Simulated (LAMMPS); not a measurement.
LAMMPS 22 Jul 2025, classical MD, COMB3 (ffield.comb3): TiO2, 6000 atoms.

| Quantity | Result |
|---|---|
| task | MD, nve |
| potential | COMB3, ffield.comb3 lib.comb3 |
| copies of the repeat unit | 10×10×10 |
| shape (slab and sphere leave vacuum in the box) | bulk |
| temperature | 800 K |
| steps | 60 |
| timestep | 0.5 fs |
| neighbor skin | 2 Å |
| neigh_modify | every 1 delay 0 check yes |
| thermo | 100 |
| steps between charge equilibrations | 10 |
| newton | on (default) |
| atom_modify sort (bins of 2 Å where set) | 1000 (default) |
| comm_style | brick (default) |
| box | 45.9 × 45.9 × 29.6 Å |
| start | generated rutile lattice, warmed in an untimed run |
| compared values | energy and forces of the first step, drift over the run |

Machine: one whole node, Arm Neoverse V2, 96 cores on 1 socket, no SMT, 1 L3 cache group.

Each time is the median wall time of two to five repeats, run one at a time on the otherwise empty machine; start-up is included. Processes are pinned to neighbouring cores unless said otherwise. The times hold for this build (PyPI wheel: MPICH, OPENMP and OPT packages). Scratch files lie in a memory file system. A preparatory run goes ahead and isn't timed.

| cores | layout | wall time | speed-up over 2 | efficiency | core-seconds |
|---|---|---|---|---|---|
| 2 | 2 ranks | 47 s | 1.0× | 100 % | 94 |
| 4 | 4 ranks | 25 s | 1.9× | 95 % | 99 |
| 8 | 8 ranks | 14 s | 3.3× | 82 % | 120 |
| 16 | 16 ranks | 7.8 s | 6.0× | 75 % | 120 |
| 32 | 32 ranks | 4.4 s | 11× | 66 % | 140 |
| 48 | 48 ranks | 3.5 s | 14× | 57 % | 170 |
| 64 | 64 ranks | 3.0 s | 16× | 49 % | 190 |
| 88 | 88 ranks | 2.4 s | 19× | 44 % | 210 |

Efficiency, counted from 2 cores, is near one half at 64 cores. The shortest time, 2.4 s, comes at 88 cores. The share that grows most is that of set-up, start and exit outside the loop: from 5.2 % of the time on 2 cores to 19 % on 88. The largest part on 88 cores, fixes (Modify), takes 32 s on 2 and 1.1 s there.
